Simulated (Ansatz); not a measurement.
Take NaCl in the rock salt structure (space group Fm-3m, No. 225; a = 5.601 Å) as the base.

The values are results of Ansatz (a program for electronic structure) PBEsol, no SOC, not measurements.

Before the change:

The lattice parameter a is 5.601 Å and the band gap is 5.01 eV.

One thing is altered: a hydrostatic pressure of 5 GPa.

Q: What does the calculation give for the lattice parameter a after the change?

A: The lattice parameter a falls by 0.2537 Å, from 5.601 Å to 5.348 Å.

Q: Estimate the effect on the band gap.

A: The band gap increases by 0.584 eV to 5.60 eV.

Load acts through the strain it causes; cell and atoms are relaxed under it. No phonon test of stability was made. Competing high-pressure phases were not computed.
